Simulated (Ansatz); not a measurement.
# Fermi-surface data of TiAl under load (space group P4/mmm)

Consider the following.

```
CELL_PARAMETERS angstrom
      2.82536     0.00000     0.00000
      0.00000     2.82536     0.00000
      0.00000     0.00000     3.99815
ATOMIC_POSITIONS crystal
  Ti 0.50000 0.50000 0.50000
  Al 0.00000 0.00000 0.00000
```

Method: PBEsol, rigid bands (plane waves, PAW, scalar-relativistic; Ansatz, an electronic-structure program). Condition of this run: biaxial stress xx = yy = -2 GPa (compression positive) (the target of the relaxation). How the cell was made: cell and atoms relaxed with PBEsol, then loaded as said.

```
Quantity                                                               Result
------------------------------------  ---------------------------------------
density of states at the Fermi level        1.79 states/(eV·cell), both spins
bare Sommerfeld coefficient                          2.1 mJ/(mol of atoms·K²)
Drude plasma energy                              5.0 (x), 5.0 (y), 4.5 (z) eV
root-mean-square Fermi velocity                                     4.0e5 m/s
resistivity times τ                   19.5 (x), 19.5 (y), 24 (z) ×10⁻²² Ω·m·s
```

A metal at this level (no band gap); rigid bands, thermally averaged at 300 K, both spins. Spin-orbit coupling is left out. τ is one relaxation time for all states.
